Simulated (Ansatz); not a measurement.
Band structure of CuS (Fm-3m, 2 atoms in the cell).

```
CuS
1.0
    0.00000     2.43990     2.43990
    2.43990     0.00000     2.43990
    2.43990     2.43990     0.00000
Cu S
1 1
Cartesian
  0.00000   0.00000   0.00000
  2.43990   2.43990   2.43990
```

Level of theory: PBEsol, PAW files made with PBE (plane waves; Ansatz, a first-principles code).

Settings: kpoints.mp_grid.grid = 8 8 8; hamiltonian.xc = pbesol; hamiltonian.pseudopotentials = {kind: paw} (an earlier, softer set of the program's PAW files); scf.occupations.method = fermi_dirac; scf.occupations.width = 0.0073 Ry; kpoints.band_path.npoints = 8.

The starting cell comes from a database of computed structures (which also holds hypothetical and non-ambient phases and stackings), without a prior relaxation at this level. Spin polarisation is off; with an odd number of electrons in the cell that forces a metal, and a magnetic state may lie lower.

Levels in eV from the Fermi level, bands 10 to 16:
```tsv
point	10	11	12	13	14	15	16
Γ	-2.94	-0.84	-0.84	-0.84	3.62	9.53	9.53
X	-2.77	-2.38	-2.38	-2.01	1.09	5.97	13.13
W	-2.29	-2.29	-2.16	-1.96	4.99	7.92	8.66
K	-2.44	-2.21	-2.02	-1.02	3.04	7.41	10.29
L	-2.50	-2.18	1.03	1.03	4.14	6.18	6.18
U	-2.44	-2.21	-2.02	-1.02	3.04	7.41	10.29
```

Bands cross the Fermi level along this path, so the cell is metallic at this level.

Keys are those of Ansatz 0.2.
